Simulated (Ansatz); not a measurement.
Take BP in the zinc blende structure (space group F-43m, No. 216; a = 4.520 Å) as the base. Axes: x, y, z lie along the cube axes.

Calculations: PBEsol (Ansatz, a program for electronic structure; PAW; 420 eV plane waves; spin-orbit coupling left out).

Base values:

| Property | Value |
|---|---|
| Smallest direct gap | 3.38 eV |

Modification: a pure shear with ε_xy = ε_yx = 0.0200; the atoms relax in the strained cell.

### Question
What happens to the smallest direct gap and stress?

### Answer
The smallest direct gap decreases by 0.52 eV to 2.86 eV; the stress (xx, yy, zz, yz, xz, xy; compression positive) amounts to (0.29, 0.29, -0.05, 0.00, 0.00, -7.52) GPa.

Whether these cells are dynamically stable was not tested.
